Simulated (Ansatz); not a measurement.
## WSi2: stress against strain

WSi2 (MoSi2 type, I4/mmm, 13.675 Å³/atom and stress up to 0.01 GPa in the relaxed cell, c along z) under an equal strain ε in the (001) plane with the normal axis free, as in a coherent film. PBE in Ansatz, a plane-wave DFT program (PAW, default set), 420 eV, 25×25×25 Γ-centred mesh, Fermi-Dirac smearing 0.10 eV; ions are relaxed, or left where forces stay under 0.02 eV/Å, within the symmetry of each cell. Stress is positive for a compressed cell.

Here s stands for strain and y for stress xx.

| strain (%) | stress xx (GPa) |
|---|---|
| -3.00 | ? |
| -1.50 | 7.93 |
| -1.00 | 5.19 |
| -0.50 | 2.54 |
| 0.00 | 0.00 |
| 0.50 | -2.45 |
| 1.00 | -4.79 |
| 1.50 | -7.04 |

Problem. Fit y against s with a straight line, and predict the withheld value at s = -3.00.

Solution. Means: s 0, y 0.197. About the means, the sum of products is -34.930 and the sum of squares of s is 7.0000; the slope is their ratio. Least squares gives y = 0.197 - 4.9900·s. Residuals (row less fit): 0.248, 0.003, -0.152, -0.197, -0.152, 0.003, 0.248; standard error 0.204 (degrees of freedom: 5). The slope gives the biaxial elastic modulus of this plane = about 500 GPa. At the withheld row, y = 0.197 - 4.9900 × (-3.0) = 15.167 GPa. The calculation gives 16.73 GPa, 1.563 GPa above the prediction (6.6 % of the range of y in the table). The row lies outside the fitted rows, so this is an extrapolation. From the scatter of the fitted rows alone, a prediction at this place has a standard error of 0.318 GPa, so the miss is 4.9 times that.

A polynomial of degree 2 through the 12 other runs of the series gives 16.75 there, so most of the miss is curvature that the fit leaves out. In a metal these values are sensitive to mesh and smearing; energies are taken to zero smearing, stresses follow the free energy. Spin-orbit coupling is left out, which can shift these values for the heavy elements here. Rows are the converged runs of the series near zero and its far end; series whose fitted rows scatter by over a few per cent of the range, as at a crossing or softening among them, aren't shown in this form, nor equations of state whose B0' disagrees with the runs' pressures. Most that stay on the fit to the last digits aren't either.
